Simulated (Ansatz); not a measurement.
The parent structure is CsGeCl3 (space group R3m, No. 160; a = 7.488 Å, c = 9.225 Å (hexagonal axes); a cell from a computed database, its experimental status unchecked). Axes: x lies along a and z along c of the hexagonal cell.

Modification: tensor shear ε_xz = −2.12 % (engineering shear γ = -0.0424); the atoms relax in the strained cell.

Level of theory: PBEsol, PAW, 420 eV (Ansatz, a quantum-chemistry and plane-wave program; no spin-orbit coupling).

Task: Give the band edges at the high-symmetry points of the new zone, measured from its valence-band maximum.

Result: 
| point | valence edge (eV) | conduction edge (eV) |
|---|---|---|
| Γ | -2.83 | 3.26 |
| X | -1.77 | 2.26 |
| Y | -2.14 | 2.34 |
| Z | -1.96 | 2.30 |
| R₂ | 0.00 | 1.26 |
| T₂ | -1.07 | 1.85 |
| U₂ | -0.78 | 1.78 |
| V₂ | -0.91 | 1.80 |

The gap is 1.26 eV, direct at R₂.

Stability against distortions was not tested. Labels are those of the standard path for the cell's own space group.
